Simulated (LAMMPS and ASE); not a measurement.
Interatomic potentials scored against PBE on 5 thermal frames of Ge60Ga4 melt, 64 atoms, from DFT MD at 1290 K and 0 GPa (started from the melt; by its diffusion the run was liquid).

Reference: DFT, PBE, plane waves, Ansatz's default PAW set, run with Ansatz at one k-point, whose own sampling error enters the misses (most for metals); rms force 0.52 eV/Å, static pressure -1.4 GPa, which carries the basis error of a finite cutoff. Potentials ran in LAMMPS and ASE. The MPtrj networks were trained on PBE and PBE+U, and their training set holds relaxations of crystals, many of these compositions among them. Potentials trained on another functional, or fitted to measurement, also carry the gap between that and the reference.

- CHGNet 0.3.0: CHGNet 0.3.0, trained on MPtrj (PBE and PBE+U)
- SevenNet-l3i5: SevenNet-l3i5, trained on MPtrj
- SevenNet-0: SevenNet-0, trained on MPtrj
- CHGNet r2SCAN: CHGNet transfer-learned on r2SCAN data

```csv
potential,force RMSE (eV/Å),RMSE over rms force,force correlation,relative energy RMSE (meV/atom),static pressure miss (GPa)
SevenNet-l3i5,0.17,0.33,0.94,3.7,-1.1
SevenNet-0,0.18,0.34,0.94,7.7,-0.8
CHGNet 0.3.0,0.30,0.58,0.89,7.5,-0.7
CHGNet r2SCAN,0.49,0.94,0.37,11,-2.6
```
